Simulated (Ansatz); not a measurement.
## W, element substitutions

Start from W in the bcc (W type) structure (space group Im-3m, No. 229; a = 3.154 Å).

Each row replaces one element on all its sites; cell and atoms are relaxed.

Levels (all Ansatz, a program for electronic structure, PAW, earlier PAW set): PBEsol (420 eV, without spin-orbit coupling); r2SCAN (500 eV, no SOC); PBEsol+SOC (420 eV, spin-orbit coupling included).

Pressures by level, all at the geometries relaxed with PBEsol:

| case | PBEsol | r2SCAN | PBEsol+SOC |
|---|---|---|---|
| base | 0.0 GPa | 4.8 GPa | 0.5 GPa |
| W → Sb | 0.0 GPa | … | 0.1 GPa |
| W → S | 0.0 GPa | … | 0.0 GPa |

Q: What belongs in the blanks?

A: 
- W → Sb, r2SCAN: 2.7 GPa
- W → S, r2SCAN: 6.3 GPa

Single points use the geometry relaxed with PBEsol. Their cutoffs differ, which shifts pressures a little. The spin-orbit shifts are approximate. No phonon test of stability was made. As relaxed here, S is a hypothetical phase, not in the database extracts checked. For Sb in this form, whether it has been made was not checked. The runs without spin-orbit coupling are not spin-polarised. This is not the structure that Sb has at room temperature and ambient pressure.
